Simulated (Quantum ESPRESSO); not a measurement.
## Short convergence ladders for CaGa₂ (P3m1, 6 atoms in the cell)

```
CaGa2
1.0
    4.46548     0.00000     0.00000
   -2.23274     3.86722     0.00000
    0.00000     0.00000     7.42460
Ca Ga
2 4
Direct
  0.00000   0.00000   0.25673
  0.00000   0.00000   0.75000
  0.33333   0.66667   0.04253
  0.66667   0.33333   0.95747
  0.66667   0.33333   0.54253
  0.33333   0.66667   0.45747
```

Base method: LDA (PZ), GBRV 1.5 ultrasoft (LDA) pseudopotentials (plane waves; Quantum ESPRESSO).

Base settings: ecutwfc = 50 Ry; ecutrho = 250 Ry; occupations = smearing; smearing = fermi-dirac; degauss = 0.0073499 Ry; potentials = {Ca: ca_lda_v1.uspp.F.UPF, Ga: ga_lda_v1.4.uspp.F.UPF}; K_POINTS = automatic 3 3 2 0 0 0; conv_thr = 1e-10 Ry.

The count of work is k-points × plane waves × bands × iterations; it is no time. Core times come from one kind of shared machine, to one figure; runs under 30 s give none.

**The plane-wave cutoff**

Moved along: ecutrho.

The mesh stays at the base's, so the ladder's end is converged at best in this setting alone.

Only quantities that move along the ladder and can be compared are tabulated.

| ecutwfc | free energy less the last step's (meV/atom) | pressure (GPa) | largest difference of a force vector from the last step's (eV/Å) | count of work / last | core time / last (rough) |
|---|---|---|---|---|---|
| 17.5 Ry | 16146.07 | -551.18 | 0.029 | 0.061 | – |
| 28 Ry | 208.66 | -16.66 | 0.002 | 0.11 | – |
| 45 Ry | 39.01 | -5.00 | 0.000 | 0.23 | 0.2 |
| 50 Ry | 30.36 | -4.63 | 0.000 | 0.27 | 0.3 |
| 60 Ry | 26.97 | -4.54 | 0.000 | 0.35 | 0.4 |
| 120 Ry | 0.00 | -4.54 | 0.000 | 1.0 | 1 |

Coarsest ecutwfc that holds the free energy within 5 meV/atom: not settled: the last two steps still differ by 27 meV/atom, over half the tolerance, so the ladder does not show it.

Coarsest ecutwfc that holds the forces within 0.01 eV/Å of the last step, with all finer ones: 28 Ry, at 0.11 of the last step's count of work; the step before is off by 0.029 eV/Å.

Coarsest ecutwfc that holds the pressure within 0.1 GPa of the last step, with all finer ones: 50 Ry, at 0.27 of the last step's count of work and about 0.3 of the last step's time; the step before is off by 0.46 GPa.

At the lowest cutoff the pressure lies 547 GPa under the last step's, the usual sign of Pulay stress in an incomplete plane-wave basis.

**The cutoff for other potential files**

Level: DFT, LDA (PW92), plane waves, PseudoDojo standard norm-conserving (LDA) pseudopotentials.

In this ladder: ecutrho = default; pseudopotentials = {Ca: Ca.upf, Ga: Ga.upf}.

The second cell is the first with its lattice scaled by 0.98.

The mesh stays at the base's, so the ladder's end is converged at best in this setting alone.

Only quantities that move along the ladder and can be compared are tabulated.

```tsv
ecutwfc	free energy less the last step's (meV/atom)	energy of the compressed cell less the first (meV/atom)	pressure (GPa)	largest difference of a force vector from the last step's (eV/Å)	count of work / last	core time / last (rough)
36 Ry	39485.27	-389.86	-924.19	0.216	0.12	–
44 Ry	12200.78	-43.20	-450.87	0.026	0.16	–
56 Ry	1116.96	-44.06	-78.07	0.005	0.21	–
80 Ry	0.89	-24.92	-4.55	0.000	0.35	0.3
120 Ry	0.32	-24.93	-4.53	0.000	0.65	0.5
160 Ry	0.00	-24.96	-4.52	0.000	1.0	1
```

Coarsest ecutwfc that holds the free energy within 5 meV/atom of the last step, with all finer ones: 80 Ry, at 0.35 of the last step's count of work and about 0.3 of the last step's time; the step before is off by 1100 meV/atom.

Coarsest ecutwfc that holds the energy of the compressed cell less the first within 2 meV/atom of the last step, with all finer ones: 80 Ry, at 0.35 of the last step's count of work and about 0.3 of the last step's time; the step before is off by 19 meV/atom.

Coarsest ecutwfc that holds the pressure within 0.1 GPa of the last step, with all finer ones: 80 Ry, at 0.35 of the last step's count of work and about 0.3 of the last step's time; the step before is off by 74 GPa.

At the lowest cutoff the pressure lies 920 GPa under the last step's, the usual sign of Pulay stress in an incomplete plane-wave basis.

On the base run: the starting cell comes from a database of computed structures (which also holds hypothetical and non-ambient phases and stackings), without a prior relaxation at this level. Its lattice was rescaled by up to half a per cent. One atom was moved a little off its site on purpose. In the base run, with a pressure of about -5 GPa the cell is away from its equilibrium volume at this level. Without a gap this mesh is coarse (it stands for a supercell whose shortest vector is 13 Å).
